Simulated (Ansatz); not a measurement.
## Rock-salt ZrN: properties by level of theory

Reference values: lattice constant a 4.575 Å (measured, temperature not stated, not corrected to a static lattice, relaxed epitaxial film; as tabulated in Mei et al., J. Vac. Sci. Technol. A 31, 061516 (2013)); bulk modulus 248 GPa (measured, room temperature, not corrected to a static lattice, our sources range from 215 to 248; as tabulated in Synthesis of Binary Transition Metal Nitrides, Carbides and Borides from the …).

```
level (code)                   equilibrium lattice constant a (Å)  bulk modulus B0 (GPa)
-----------------------------  ----------------------------------  ---------------------
PBEsol (Ansatz)                                             4.552                    269
PBE-D3(BJ) (Ansatz)                                         4.559                    262
B3LYP (VWN-RPA form) (Ansatz)                               4.609                    253
Hartree–Fock (Ansatz)                                       4.613                    276
```

Ansatz's density-functional and Hartree–Fock values are scalar-relativistic unless marked +SOC, with PAW data made under PBE.

Static lattice: no zero-point or thermal effects.

Ansatz is a program for electronic structure.
